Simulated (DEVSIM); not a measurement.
System: abrupt Si p-n junction, at 250 K.

| layer (left to right) | material | thickness (μm) | Nd (cm⁻³) | Na (cm⁻³) | τn (s) | τp (s) |
|---|---|---|---|---|---|---|
| 1 | Si | 40.0 | - | 8.7e16 | 2.4e-6 | 2.4e-6 |
| 2 | Si | 41.0 | 1.9e15 | - | 2.4e-6 | 2.4e-6 |

Left contact: ohmic. Right contact: ohmic. Voltage is applied to the left contact. Recombination: SRH at mid-gap, radiative. Mobility is μmin + (μ − μmin)/(1 + (N/Nref)^α).

Constants are typed, rounded textbook-type inputs, not results; the design itself was drawn at random and stands for no fabricated device. Values at 300 K; Nc and Nv go as T^1.5, mobilities as T to minus their exponent, the gap by Varshni's rule with the affinity fixed.

```
parameter               Si
----------------  --------
gap (eV)             1.124
affinity (eV)         4.05
permittivity          11.7
Nc (cm⁻³)          2.86e19
Nv (cm⁻³)           3.1e19
μn (cm²/Vs)           1417
μp (cm²/Vs)            470
μn,min                  52
μp,min                  45
Nref,n              9.7e16
Nref,p              2.2e17
αn                    0.68
αp                    0.72
T exponent of μn       2.3
T exponent of μp       2.2
B (cm³/s)          4.7e-15
Varshni α (eV/K)  0.000473
Varshni β (K)          636
```

Model (solved in DEVSIM): 1D drift-diffusion, Boltzmann statistics, complete ionisation; no tunnelling, impact ionisation, image-force lowering or self-heating.

Q: Give the dark forward current.

A: 
```json
[
 {"V (V)": "0.05", "J (A/cm²)": "3.2e-11"},
 {"V (V)": "0.15", "J (A/cm²)": "4.6e-10"},
 {"V (V)": "0.25", "J (A/cm²)": "5.6e-9"},
 {"V (V)": "0.35", "J (A/cm²)": "8.9e-8"},
 {"V (V)": "0.45", "J (A/cm²)": "3.5e-6"},
 {"V (V)": "0.55", "J (A/cm²)": "0.00030"},
 {"V (V)": "0.65", "J (A/cm²)": "0.029"},
 {"V (V)": "0.80", "J (A/cm²)": "7.7"},
 {"V (V)": "0.90", "J (A/cm²)": "60"},
 {"V (V)": "1.00", "J (A/cm²)": "210"},
 {"V (V)": "1.10", "J (A/cm²)": "470"},
 {"V (V)": "1.20", "J (A/cm²)": "850"},
 {"V (V)": "1.30", "J (A/cm²)": "1400"},
 {"V (V)": "1.40", "J (A/cm²)": "2000"}
]
```
